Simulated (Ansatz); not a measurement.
**Fermi-surface data of Cr$_{2}$AlC (P6_3/mmc)**

Input:

```
CELL_PARAMETERS angstrom
      2.81367     0.00000     0.00000
     -1.40684     2.43671     0.00000
      0.00000     0.00000    12.58526
ATOMIC_POSITIONS crystal
  Al 0.66667 0.33333 0.25000
  Al 0.33333 0.66667 0.75000
  Cr 0.33333 0.66667 0.41563
  Cr 0.66667 0.33333 0.58437
  Cr 0.66667 0.33333 0.91563
  Cr 0.33333 0.66667 0.08437
  C  0.00000 0.00000 0.50000
  C  0.00000 0.00000 0.00000
```

All values below come from r2SCAN, rigid bands (plane waves, PAW, scalar-relativistic; Ansatz, an electronic-structure program). Condition of this run: functional r2SCAN on the same cell. How the cell was made: cell and atoms relaxed with PBEsol.

```json
{
 "density of states at the Fermi level": "5.24 states/(eV·cell), both spins",
 "bare Sommerfeld coefficient": "1.54 mJ/(mol of atoms·K²)",
 "drude_plasma_energy": "4.6 (x), 4.6 (y), 2.4 (z) eV",
 "root-mean-square Fermi velocity": "3.2e5 m/s",
 "resistivity times τ": "23 (x), 23 (y), 85 (z) ×10⁻²² Ω·m·s"
}
```

A metal at this level (no band gap); rigid bands, thermally averaged at 300 K, both spins. Spin-orbit coupling is left out. τ is one relaxation time for all states.

Computed structure with no diffraction record at hand here (it may be known, metastable or hypothetical): Cr2AlC (P6_3/mmc). Treated as nonmagnetic (a ferromagnetic start lost its moment, other orders weren't tried): Cr2AlC (P6_3/mmc).
